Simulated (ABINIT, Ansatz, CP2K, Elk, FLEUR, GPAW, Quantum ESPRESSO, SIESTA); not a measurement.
Code comparison for GaP (F-43m, 2 atoms in the cell)

Self-consistent single point, at a second geometry (lattice scaled by 0.98). First geometry:

```
GaP
1.0
    0.00000     2.72500     2.72500
    2.72500     0.00000     2.72500
    2.72500     2.72500     0.00000
Ga P
1 1
Direct
  0.00000   0.00000   0.00000
  0.25000   0.25000   0.25000
```

Shared settings, as Ansatz (a quantum-chemistry and plane-wave program) writes them: kpoints.mp_grid.grid = 5 5 5; scf.occupations.method = fermi_dirac; scf.occupations.width = 0.01 eV. Potentials and cutoffs stand in the table.

| code | model | ΔF from the first geometry (meV/atom) | pressure (GPa) | gap on the mesh (eV) | cutoff |
|---|---|---|---|---|---|
| GPAW | PBE, GPAW PAW datasets PBE (gpaw-data 1.0.1) | 59.4 | 11.64 | 1.512 | 550 eV |
| Elk | PBE, all-electron FP-LAPW, Elk's shipped species files, APW+lo basis with extra local orbitals | 45.3 | – | 1.463 | rgkmax 8 |
| SIESTA | GGA PBE, numerical atomic orbitals TZP, PseudoDojo PBE standard norm-conserving potentials (rewritten from UPF to PSML) | 35.9 | 8.36 | 1.458 | grid 350 Ry |
| Quantum ESPRESSO | PBE, PseudoDojo stringent norm-conserving (PBE) pseudopotentials | 40.9 | 8.70 | 1.490 | 115 Ry |
| FLEUR | PBE, all-electron FLAPW (FLEUR), scalar-relativistic valence | 44.2 | – | 1.483 | Kmax 4 1/bohr |
| CP2K | PBE, GPW, DZVP-MOLOPT-SR-GTH basis, GTH-PBE potentials (GTH_POTENTIALS) | 45.7 | 9.48 | 1.510 | grid 600 Ry |
| Ansatz | PBE, default PAW files | 41.2 | 8.73 | 1.485 | 420 eV |
| ABINIT | PBE, norm-conserving pseudopotentials (PseudoDojo nc-sr-05 PBE standard) | 42.1 | 8.88 | 1.489 | 40 Ha |

A dash marks a value that a program does not give, or that is left out as unsure.

Gaps are read on the mesh.

The spread over the programs that give each value: ΔF from the first geometry within 23.5 meV/atom; pressure within 3.28 GPa; gap on the mesh within 0.054 eV.

SIESTA and CP2K use small atom-centred bases, whose incompleteness enters pressures, forces and empty levels differently from a plane-wave cutoff. Elk and FLEUR treat all electrons, but the usual bases taken here (sphere radii, linearisation, local orbitals, empty states) were not tested for convergence, so the values are no reference for the others. Ansatz's pressure is given at a fixed set of plane waves, as the other plane-wave codes print theirs; with its correction for the finite basis it is 8.78 GPa. In the pressure, GPAW (by 2.83) lies more than 1 GPa from the median of the plane-wave programs.

The starting cell has typed, rounded lattice constants, without a prior relaxation at this level. For this run, on top of that: lattice scaled by 0.98.

Keys are those of Ansatz 0.2.
